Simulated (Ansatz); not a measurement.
## A computed series for hypothetical rock salt GaAs: element substitutions

Base system: GaAs in the rock salt structure (space group Fm-3m, No. 225; a = 5.304 Å; a hypothetical phase, not in the database extracts checked).

Each row replaces one element on all its sites; cell and atoms are relaxed.

Calculations: PBEsol (Ansatz, a quantum-chemistry and plane-wave program; PAW; 420 eV plane waves; without spin-orbit coupling).

Base values:

| Property | Value |
|---|---|
| Shortest interatomic distance | 2.652 Å |

### Question
The aim is a shortest interatomic distance between 2.229 Å and 2.384 Å. Which of these changes reaches it?
A) Ga → Tl
B) Ga → B
C) As → Sb

### Answer
B, Ga → B. It gives 2.283 Å; As → Sb gives 2.848 Å; Ga → Tl gives 2.892 Å. Changes not listed may reach it too

Whether these cells are dynamically stable was not tested. As relaxed here, GaSb, TlAs and BAs are hypothetical phases, not in the database extracts checked. All final runs are without spin polarisation.
